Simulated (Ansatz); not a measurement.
The starting structures come from a database of crystals and need not be the phases stable at ambient conditions.

 Where the default PAW files enter, the runs use the earlier of Ansatz's two default sets.

The decay constant κ of evanescent states in the gap governs leakage through a thin film.

Here is the system:

```
CELL_PARAMETERS angstrom
      4.89631     0.00000     0.00000
     -2.44815     4.24033     0.00000
      2.44816     1.41344     8.60817
ATOMIC_POSITIONS crystal
  Rb 0.00000 0.00000 0.00000
  Tl 0.00000 0.50000 0.50000
  S  0.51710 0.75855 0.72435
  S  0.48290 0.24145 0.27565
  O  0.40514 0.70257 0.89229
  O  0.59486 0.29743 0.10771
  O  0.15986 0.22646 0.33459
  O  0.43895 0.93340 0.33459
  O  0.73201 0.50555 0.33459
  O  0.26799 0.77354 0.66541
  O  0.84014 0.06660 0.66541
  O  0.56105 0.49445 0.66541
```

Space group of this cell: R32. The cell is taken as given; by r2SCAN its mean pressure is 1.1 GPa.

Transport runs along the normal of the first two printed cell vectors, the (001) plane of the conventional cell.

The gap is the functional's own. No spin-orbit coupling. Mid-gap values are interpolated on the energy grid.

Problem. Predict the band gap and the smallest decay constant κ at mid-gap from r2SCAN (Ansatz, a quantum-chemistry and plane-wave program).

Solution. Gap 2.75 eV on a 8×8×8 mesh; κ = 0.441 1/Å, at the zone centre.
